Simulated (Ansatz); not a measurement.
Start from SiC in the wurtzite structure (space group P6_3mc, No. 186; a = 3.0755 Å, c = 5.0486 Å). Axes: x lies along a and z along c of the hexagonal cell.

Level of theory: Ansatz (an electronic-structure program), r2SCAN, PAW, cutoff 500 eV, without spin-orbit coupling, earlier PAW set.

Before the change:

```
Property    Value
--------  -------
Band gap  2.65 eV
```

One thing is altered: the symmetric strain tensor [0.0012 0.0019 -0.0010; 0.0019 0.0128 0.0060; -0.0010 0.0060 0.0024]; the atoms relax in the strained cell.

### Question
How does this affect the stress?

### Answer
The stress (xx, yy, zz, yz, xz, xy; compression positive) is (-1.98, -6.85, -1.98, -1.99, 0.30, -0.77) GPa.

### Question
What does the calculation give for the band gap after the change?

### Answer
The band gap stays 2.65 eV.

Stability against distortions was not tested.
